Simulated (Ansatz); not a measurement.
Consider a (4,0) ZnO nanotube.

Levels: PBE (plane waves to 420 eV, PAW; Ansatz, an electronic-structure program); r2SCAN (plane waves to 500 eV, PAW; Ansatz); Ansatz with HSE06. Unmarked values and the geometry are of the first. Mesh 1×1×6. No spin polarisation. It repeats along c; a and b span vacuum. A hypothetical model, rolled from the flat sheet. Only distortions within the start's symmetry and period were free. HSE06 ran on a 1×1×4 mesh and at PBE's edge points.

**Question.** Predict its relaxed size, energy and electronic structure.

**Answer.** 
| Item | Value |
|---|---|
| period along the axis (16 atoms) | 5.523 Å |
| mean diameter | 4.44 Å |
| radii of the innermost and outermost atoms | 2.11 and 2.33 Å |
| energy over the flat sheet | +119 meV/atom |
| PBE gap | 1.79 eV, direct at Γ |
| electron mass along the axis (PBE) | 0.33 mₑ |
| hole mass along the axis (PBE) | 0.37 mₑ |
| valence and conduction edges under the vacuum level (PBE) | 5.80 and 4.02 eV |
| r2SCAN gap at this geometry | 2.16 eV |
| HSE06 gap at this geometry | 3.36 eV |
